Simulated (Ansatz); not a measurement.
Cost and result by functional for the surface energy of the (110) surface of alpha tin in its 1x1 cell, outermost plane spacing 2.35 Å in the ideal cut, in Ansatz (plane waves, PAW). Single points on the PBE structure, on one kind of machine; costs are rough ratios of the slab run's core time (references not counted) to the cheapest single point. r2SCAN's cost holds its higher cutoff (500 against 420 eV). Differences are taken against r2SCAN for comparison alone: no measured value is at hand, so the table doesn't rank accuracy.

Model: 12-atom slab, 11.8 Å thick at the start, 8x6x1 mesh, Fermi-Dirac 0.1 eV, dipole correction, all atoms relaxed; start symmetry kept, larger cells not searched; no spin, no spin-orbit, no U. These notes are the PBE run's.

| functional | relative cost | surface energy (J/m²) | less r2SCAN (J/m²) |
|---|---|---|---|
| LDA | 1 | 0.92 | 0.00 |
| PBEsol | 1 | 0.86 | -0.06 |
| RPBE | 1 | 0.68 | -0.24 |
| r2SCAN | 2 | 0.92 | 0.00 |
| PBE (the relaxed run's value) | – | 0.76 | -0.16 |

The values span 0.24 J/m², while the single points' costs differ by a factor of roughly 2. Differences are of unrounded values.

Ansatz is an electronic-structure program.
